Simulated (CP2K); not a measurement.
Band structure of CaF2 (Fm-3m, 3 atoms in the cell).

```
CELL_PARAMETERS angstrom
      3.91214     0.00000     0.00000
      1.95607     3.38801     0.00000
      1.95607     1.12934     3.19425
ATOMIC_POSITIONS crystal
  Ca 0.00000 0.00000 0.00000
  F  0.75000 0.75000 0.75000
  F  0.25000 0.25000 0.25000
```

Method of the run: PBE, GPW, DZVP-MOLOPT-SR-GTH basis, GTH-PBE potentials (GTH_POTENTIALS) (CP2K).

Settings: CUTOFF = 550 Ry; REL_CUTOFF = 50 Ry; KPOINTS/SCHEME = MONKHORST-PACK 7 7 7; XC_FUNCTIONAL = PBE; Ca/BASIS_SET = DZVP-MOLOPT-SR-GTH-q10; Ca/POTENTIAL = GTH-PBE-q10; F/BASIS_SET = DZVP-MOLOPT-SR-GTH-q7; F/POTENTIAL = GTH-PBE-q7; METHOD = GPW; EPS_DEFAULT = 1e-10; EXTRAPOLATION = USE_GUESS; NGRIDS = 5; SCF_GUESS = ATOMIC; EPS_SCF = 1e-06.

The starting cell comes from a database of computed structures (which also holds hypothetical and non-ambient phases and stackings), without a prior relaxation at this level. Its lattice was rescaled by a random factor within 2.5 % of one. Values carry the incompleteness of an atom-centred basis.

### Question
Predict the gap along the standard path and the places of the band edges.

### Answer
The gap along the path is 7.08 eV, from X to Γ; the smallest direct gap on it is 7.33 eV.

Levels in eV from the top of the valence band on the SCF mesh, bands 9 to 13:
```tsv
point	9	10	11	12	13
Γ	-1.98	-0.23	-0.23	-0.23	7.11
X	-1.58	-0.32	-0.32	0.03	8.13
W	-0.99	-0.99	-0.24	-0.06	8.34
K	-1.44	-0.58	-0.41	-0.06	8.31
L	-1.23	-1.18	-0.79	-0.79	9.24
U	-1.44	-0.58	-0.41	-0.06	8.31
```

Higher empty bands are left out: an atom-centred basis made for the valence describes them poorly.
